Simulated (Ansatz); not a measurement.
We consider K₂CO₃ (C2/c, No. 15, 12 atoms in the cell; start mp-554072; a measured phase of this formula has another space group), described by r²SCAN+rVV10 in Ansatz (PAW).

Run with plane-wave cutoff 500 eV, 8×8×6 k mesh (along the axes of the cell as run), Fermi–Dirac smearing 0.05 eV, scalar-relativistic PAW data made under PBE.

Cell (relaxed at this level):

```yaml
crystal:
  lattice:
    - [2.77898, -4.99816, -0.01032]
    - [2.77898, 4.99816, -0.01032]
    - [-1.29744, 0.00000, 6.52396]
  atoms:
    - { symbol: K, position: [0.33353, 0.66647, 0.75000] }
    - { symbol: K, position: [0.66647, 0.33353, 0.25000] }
    - { symbol: K, position: [0.00000, 0.00000, 0.50000] }
    - { symbol: K, position: [0.00000, 0.00000, 0.00000] }
    - { symbol: C, position: [0.33242, 0.66758, 0.25000] }
    - { symbol: C, position: [0.66758, 0.33242, 0.75000] }
    - { symbol: O, position: [0.77397, 0.56719, 0.68416] }
    - { symbol: O, position: [0.22603, 0.43281, 0.31584] }
    - { symbol: O, position: [0.43281, 0.22603, 0.81584] }
    - { symbol: O, position: [0.56719, 0.77397, 0.18416] }
    - { symbol: O, position: [0.79675, 0.20325, 0.75000] }
    - { symbol: O, position: [0.20325, 0.79675, 0.25000] }
```

What does this level give for the band gap?


* **band gap**: 4.66 eV (on the SCF k mesh)

Note: the relaxation could not lower the start's symmetry, so the cell can be a saddle point above a distorted one.

The result took about 18 core-minutes (a rough figure).

A start named mp-… is a Materials Project structure, which need not be a measured phase.

Ansatz is an electronic-structure program.
